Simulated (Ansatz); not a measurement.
Consider NbP (space group I4_1md, No. 109; a = 3.340 Å, c = 11.449 Å; relaxed with 0.1 eV smearing). Axes: x, y, z lie along a, b, c of the conventional cell.

Method: r2SCAN/PAW in Ansatz (a first-principles code), no spin-orbit coupling.

It is then changed as follows: biaxial strain +2.60 %, plane normal [001], relaxed out of plane (Cartesian); in-plane vectors clamped, the third vector and the atoms free.

### Question
What happens to the in-plane stress and ratio −ε⊥/ε∥?

### Answer
The mean in-plane stress (compression positive) is -9.4 GPa; the ratio −ε⊥/ε∥ is 0.82.

Whether these cells are dynamically stable was not tested. All final runs are without spin polarisation.
